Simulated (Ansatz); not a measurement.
Ti, response to strain

Take Ti in the hcp (Mg type) structure (space group P6_3/mmc, No. 194; a = 2.902 Å, c = 4.593 Å; relaxed with 0.1 eV smearing) as the base. Axes: x lies along a and z along c of the hexagonal cell.

Strains are applied to the cell and any free atomic positions relax.

Level of theory: plane-wave PAW DFT at the PBEsol level (Ansatz, a first-principles code, 420 eV), spin-orbit coupling left out.

Candidates:
(a) uniaxial strain ε_xx = −2.00 %
(b) uniaxial strain ε_xx = −1.50 %
(c) uniaxial strain ε_xx = +3.00 %
(d) uniaxial strain ε_xx = −3.00 %
(e) uniaxial strain ε_xx = −0.50 %

Notes on the quantities. energy relative to the base: free energy F.

### Question
Order them by energy relative to the base, lowest first.

### Answer
(e) uniaxial strain ε_xx = −0.50 % (+0.2 meV/atom), (b) uniaxial strain ε_xx = −1.50 % (+2.0 meV/atom), (a) uniaxial strain ε_xx = −2.00 % (+3.6 meV/atom), (c) uniaxial strain ε_xx = +3.00 % (+7.4 meV/atom), (d) uniaxial strain ε_xx = −3.00 % (+8.4 meV/atom)

No phonon test of stability was made. All final runs are without spin polarisation.
